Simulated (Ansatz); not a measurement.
Input:

A slab with vacuum along the third vector:

```
CELL_PARAMETERS angstrom
      6.78358     0.00000     0.00000
      3.24383     6.57906     0.00000
      0.00000     0.00000    28.50000
ATOMIC_POSITIONS crystal
  O  0.32046 0.38700 0.28876
  O  0.70015 0.51696 0.30477
  O  0.23473 0.02750 0.30845
  Hf 0.07004 0.36939 0.32053
  O  0.93644 0.69212 0.32286
  Hf 0.58247 0.81367 0.33015
  Hf 0.02118 0.92269 0.34041
  O  0.67185 0.05687 0.32781
  Hf 0.53087 0.37156 0.33871
  O  0.34360 0.70162 0.35817
  O  0.89885 0.22602 0.36495
  O  0.25868 0.34607 0.37658
  O  0.63393 0.77829 0.39958
  O  0.99630 0.88387 0.41320
  O  0.55283 0.40661 0.42066
  Hf 0.36270 0.74096 0.43246
  O  0.23665 0.05357 0.43907
  Hf 0.87863 0.19825 0.44013
  Hf 0.31603 0.29454 0.44713
  O  0.96150 0.43426 0.44974
  Hf 0.84065 0.74236 0.45720
  O  0.64321 0.07912 0.46791
  O  0.20072 0.60464 0.47476
  O  0.56968 0.71552 0.48747
  O  0.93087 0.14648 0.51253
  O  0.29983 0.25735 0.52524
  O  0.85735 0.78288 0.53209
  Hf 0.65990 0.11964 0.54280
  O  0.53906 0.42774 0.55026
  Hf 0.18453 0.56746 0.55287
  Hf 0.62192 0.66375 0.55987
  O  0.26390 0.80843 0.56093
  Hf 0.13785 0.12104 0.56754
  O  0.94773 0.45539 0.57934
  O  0.50425 0.97813 0.58680
  O  0.86662 0.08371 0.60042
  O  0.24187 0.51592 0.62342
  O  0.60171 0.63597 0.63505
  O  0.15695 0.16038 0.64183
  Hf 0.96969 0.49043 0.66129
  O  0.82870 0.80513 0.67219
  Hf 0.47937 0.93931 0.65959
  Hf 0.91808 0.04833 0.66985
  O  0.56412 0.16988 0.67714
  Hf 0.43052 0.49261 0.67947
  O  0.26583 0.83450 0.69155
  O  0.80040 0.34504 0.69523
  O  0.18009 0.47500 0.71124
```

Slab: 48 atoms, Hf16O32, 12.0 Å thick at the start; k 3x3x1, smearing 0.025 eV, dipole-corrected; single point; on the structure that PBE left under its start's symmetry; no spin, no spin-orbit, no U.

### Question
Estimate the surface energy (mean of both faces) that HSE06, at the PBE geometry in Ansatz (an electronic-structure program) returns for this input.

### Answer
73 meV/Å^2

### Question
What gap of the slab on its k-mesh does HSE06, at the PBE geometry give?

### Answer
5.51 eV

### Question
Predict the highest filled level below the top vacuum level from HSE06, at the PBE geometry.

### Answer
7.57 eV
